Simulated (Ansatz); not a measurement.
The starting structures come from a database of crystals and need not be the phases stable at ambient conditions.

Tunnelling through a barrier is set by its complex band structure: the current falls as exp(−2κd) with the smallest κ.

```
CELL_PARAMETERS angstrom
      5.41965     0.00000     0.00000
      2.70982     6.08352     0.00000
      2.70982    -1.20705     2.42614
ATOMIC_POSITIONS crystal
  Y  0.78852 0.71148 0.21148
  Y  0.71148 0.28852 0.78852
  O  0.50000 0.50000 0.50000
  O  0.00000 0.50000 0.50000
  F  0.50000 0.00000 0.00000
  F  0.00000 0.00000 0.00000
```

Space group of this cell: P4/nmm. The cell is taken as given; by PBEsol its mean pressure is -2.3 GPa.

Transport runs along the normal of the first two printed cell vectors, the (111) plane of the conventional cell.

No gap correction and no spin-orbit coupling; mid-gap values are interpolated between computed energies.

Q: Give the band gap and the smallest decay constant κ at mid-gap that Ansatz (a program for electronic structure) with PBEsol yields.

A: Gap 4.93 eV on a 12×12×12 mesh; κ = 0.390 1/Å, at the zone centre.
